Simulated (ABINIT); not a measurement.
**Worked example: self-consistent single point of Ga2Cu (P4/mmm, 3 atoms in the cell) in ABINIT**

Method of the run: LDA (PW92), PAW (JTH v2.0 LDA PAW) (plane waves; ABINIT).

The input file:

```
# Ga2Cu, JTH v2.0 LDA PAW
pp_dirpath "./"
pseudos "Ga.LDA_PW-JTH.xml, Cu.LDA_PW-JTH.xml"
acell 2.7994400000 2.7994400000 5.8033400000 Angstrom
rprim
         1.0000000000    0.0000000000    0.0000000000
         0.0000000000    1.0000000000    0.0000000000
         0.0000000000    0.0000000000    1.0000000000
natom 3
ntypat 2
znucl 31 29
typat 1 1 2
xcart
         2.6450874512    2.6450874512    3.1180587425
         2.6450874512    2.6450874512    7.8486644656
         0.0000000000    0.0000000000    0.0000000000
ecut 30 Ha
pawecutdg 60 Ha
ixc 7
occopt 7
tsmear 0.136 eV
nband 30
kptopt 1
ngkpt 8 8 4
nshiftk 1
shiftk 0 0 0
nstep 100
tolvrs 1.0e-10
prtwf 0
prtden 0
prtvol 1
```

Log, with long lists cut:

```
 Symmetries : space group P4/m m m (#123); Bravais tP (primitive tetrag.)

 -outvars: echo values of preprocessed input variables --------
            acell      5.2901749254E+00  5.2901749254E+00  1.0966723256E+01 Bohr
             ecut      3.00000000E+01 Hartree
              ixc           7
         kptrlatt        8    0    0      0    8    0      0    0    4
          kptrlen      4.23213994E+01
            natom           3
            nband          30
            ngfft          30      30      60
          ngfftdg          40      40      80
             nkpt          45
            nstep         100
             nsym          16
           ntypat           2
           occopt           7
        pawecutdg      6.00000000E+01 Hartree
          spgroup         123
           tolvrs      1.00000000E-10
           tsmear      4.99790825E-03 Hartree
            typat      1  1  2
           useylm           1
             xred      5.0000000000E-01  5.0000000000E-01  2.8432000094E-01
                       5.0000000000E-01  5.0000000000E-01  7.1567999906E-01
                       0.0000000000E+00  0.0000000000E+00  0.0000000000E+00
            znucl       31.00000   29.00000

== DATASET  1 ==================================================================

 Exchange-correlation functional for the present dataset will be:
  LDA: Perdew-Wang 92 LSD fit to Ceperley-Alder data - ixc=7
 Citation for XC functional:
  J.P.Perdew and Y.Wang, PRB 45, 13244 (1992)

 Real(R)+Recip(G) space primitive vectors, cartesian coordinates (Bohr,Bohr^-1):
 R(1)=  5.2901749  0.0000000  0.0000000  G(1)=  0.1890297  0.0000000  0.0000000
 R(2)=  0.0000000  5.2901749  0.0000000  G(2)=  0.0000000  0.1890297  0.0000000
 R(3)=  0.0000000  0.0000000 10.9667233  G(3)=  0.0000000  0.0000000  0.0911849
 Unit cell volume ucvol=  3.0691418E+02 bohr^3
 Angles (23,13,12)=  9.00000000E+01  9.00000000E+01  9.00000000E+01 degrees

 Coarse grid specifications (used for wave-functions):

 getcut: wavevector=  0.0000  0.0000  0.0000  ngfft=  30  30  60
         ecut(hartree)=     30.000   => boxcut(ratio)=   2.21896

 Fine grid specifications (used for densities):

 getcut: wavevector=  0.0000  0.0000  0.0000  ngfft=  40  40  80
         ecut(hartree)=     60.000   => boxcut(ratio)=   2.09205

   3.63111660E+03                                ecore*ucvol(ha*bohr**3)

_setup2: Arith. and geom. avg. npw (full set) are    2408.613    2408.584

--- !BeginCycle
solver: {iscf: 17, nstep: 100, nline: 4, wfoptalg: 10, }
tolerances: {tolvrs: 1.00E-10, }
...

     iter   Etot(hartree)      deltaE(h)  residm     nres2
 ETOT  1  -349.12349527037    -3.491E+02 5.486E+01 3.144E+01
 ETOT  2  -357.86904138922    -8.746E+00 2.461E-01 1.124E+03
 ETOT  3  -357.01709010935     8.520E-01 2.046E-01 1.764E+02
 ETOT  4  -356.79992191273     2.172E-01 2.772E-01 4.257E+01
 ETOT  5  -356.74511369377     5.481E-02 2.038E-02 1.238E+01
 ETOT  6  -356.72543856992     1.968E-02 4.366E-02 3.110E+00
   [... 8 lines left out ...]
 ETOT 15  -356.71874053359     1.734E-08 1.516E-04 8.359E-08
 ETOT 16  -356.71874053421    -6.151E-10 9.931E-05 1.803E-08
 ETOT 17  -356.71874053419     1.921E-11 6.889E-05 2.553E-09
 ETOT 18  -356.71874053419     1.762E-12 9.328E-05 1.704E-10
 ETOT 19  -356.71874053418     3.581E-12 5.334E-05 2.643E-11

 At SCF step   19       nres2   =  2.64E-11 < tolvrs=  1.00E-10 =>converged.

 Cartesian components of stress tensor (hartree/bohr^3)
  sigma(1 1)=  1.56070204E-04  sigma(3 2)=  0.00000000E+00
  sigma(2 2)=  1.56070204E-04  sigma(3 1)=  0.00000000E+00
  sigma(3 3)=  2.05870734E-04  sigma(2 1)=  0.00000000E+00

 ----iterations are completed or convergence reached----

 reduced coordinates (array xred) for    3 atoms
       0.500000000000      0.500000000000      0.284320000940
       0.500000000000      0.500000000000      0.715679999060
       0.000000000000      0.000000000000      0.000000000000
 cartesian forces (eV/Angstrom) at end:
    1     -0.00000000000000    -0.00000000000000    -0.16035869886568
    2      0.00000000000000     0.00000000000000     0.16035869886568
    3      0.00000000000000     0.00000000000000    -0.00000000000000
 frms,max,avg= 7.5593816E-02 1.6035870E-01   0.000E+00  0.000E+00  0.000E+00 e/A
 length scales=  5.290174925445  5.290174925445 10.966723256021 bohr
              =  2.799440000000  2.799440000000  5.803340000000 angstroms
 Fermi (or HOMO) energy (hartree) =   0.25572   Average Vxc (hartree)=  -0.39924
 Eigenvalues (hartree) for nkpt=  45  k points:
 kpt#   1, nband= 30, wtk=  0.00391, kpt=  0.0000  0.0000  0.0000 (reduced coord)
  -3.88907   -2.34041   -2.33772   -2.33772   -0.31204   -0.31185   -0.31015   -0.30060
  -0.30060   -0.29937   -0.29638   -0.29574   -0.29506   -0.29506   -0.17402   -0.03210
   0.02080    0.09232    0.12319    0.12319    0.12603    0.13663    0.47027    0.49658
   0.49658    0.59317    0.64258    0.64258    0.64809    0.69292
      occupation numbers for kpt#   1
   2.00000    2.00000    2.00000    2.00000    2.00000    2.00000    2.00000    2.00000
   2.00000    2.00000    2.00000    2.00000    2.00000    2.00000    2.00000    2.00000
   2.00000    2.00000    2.00000    2.00000    2.00000    2.00000    0.00000    0.00000
   0.00000    0.00000    0.00000    0.00000    0.00000    0.00000
 prteigrs : prtvol=0 or 1, do not print more k-points.

--- !EnergyTerms
comment             : Components of total free energy in Hartree
kinetic             :  2.10211490991713E+01
hartree             :  1.02023865685364E+02
xc                  : -6.03593103053895E+00
Ewald energy        : -1.98969933013579E+02
psp_core            :  1.18310487766203E+01
local_psp           : -2.55001740615079E+02
spherical_terms     : -3.15868850166643E+01
internal            : -3.56718426114704E+02
'-kT*entropy'       : -3.15457365158100E-04
total_energy        : -3.56718741572070E+02
total_energy_eV     : -9.70681060697373E+03
...

-Cartesian components of stress tensor (GPa)         [Pressure= -5.0801E+00 GPa]
- sigma(1 1)=  4.59174315E+00  sigma(3 2)=  0.00000000E+00
- sigma(2 2)=  4.59174315E+00  sigma(3 1)=  0.00000000E+00
- sigma(3 3)=  6.05692510E+00  sigma(2 1)=  0.00000000E+00

 Calculation completed.
```

The run converged in 19 iterations.

The starting cell comes from a database of computed structures (which also holds hypothetical and non-ambient phases and stackings), without a prior relaxation at this level. Spin polarisation is off. With a pressure of about -5 GPa the cell is away from its equilibrium volume at this level.

These are the values that this program gave, and no reference: the one-centre exchange-correlation terms come from a truncated expansion.

Cost on one core of a shared machine: roughly 6 min.
